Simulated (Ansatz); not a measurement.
The parent structure is Sn in the diamond structure (space group Fd-3m, No. 227; relaxed with 0.1 eV smearing).

```
Sn
1.0
    0.00000     3.23724     3.23724
    3.23724     0.00000     3.23724
    3.23724     3.23724     0.00000
Sn
2
Direct
  0.00000   0.00000   0.00000
  0.25000   0.25000   0.25000
```

Cartesian axes are those of the cell as printed.

All numbers come from LDA (Ansatz, a first-principles code), spin-orbit coupling left out.

Strains are applied to the cell and any free atomic positions relax; under biaxial strain the out-of-plane vector relaxes too.

One change was made to it. Results:

The pressure (mean of the normal stresses, compression positive) goes from zero to -0.6 GPa; the energy increases by 3.0 meV/atom.

**Question.** Name the change that was made.
A. biaxial strain +0.50 %, plane normal [001], relaxed out of plane
B. biaxial strain +1.00 %, plane normal [001], relaxed out of plane
C. biaxial strain +2.00 %, plane normal [001], relaxed out of plane
D. biaxial strain +1.50 %, plane normal [001], relaxed out of plane

**Answer.** D, biaxial strain +1.50 %, plane normal [001], relaxed out of plane. For comparison, the energy relative to the base in the other runs: biaxial strain +1.00 %, plane normal [001], relaxed out of plane gives +1.4 meV/atom; biaxial strain +0.50 %, plane normal [001], relaxed out of plane gives +0.4 meV/atom; biaxial strain +2.00 %, plane normal [001], relaxed out of plane gives +5.3 meV/atom.

Stability against distortions was not tested.
